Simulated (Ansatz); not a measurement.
Start from BN in the h-BN type structure (space group P6_3/mmc, No. 194; a = 2.506 Å, c = 6.615 Å; layered, stacked along the Cartesian z axis).

One thing is altered: every lattice vector is stretched by 0.95 %, atoms relaxed at fixed cell.

Levels (all Ansatz, a first-principles code, PAW): PBE-D3(BJ) (420 eV, no spin-orbit coupling); HSE06 (420 eV, no SOC).

The geometry is relaxed with PBE-D3(BJ).

| Quantity | Result |
|---|---|
| PBE-D3(BJ) lowest conduction level above the VBM at special points | M 4.21 eV; H 4.54 eV; L 4.66 eV; Γ 5.19 eV |

**Question.** How does going to HSE06 change the lowest conduction level above the VBM at special points?

**Answer.** The lowest conduction level above the VBM at special points changes from M 4.21 eV; H 4.54 eV; L 4.66 eV; Γ 5.19 eV to M 5.50 eV; H 5.93 eV; L 5.98 eV; Γ 6.35 eV.

Single points use the geometry relaxed with PBE-D3(BJ). The hybrid gap comes from the SCF mesh plus the semilocal run's edge points and a few special points and is an upper bound. The levels and masses belong to the bands next to the band gap. The cells carry an imposed strain or load. No phonon test of stability was made.
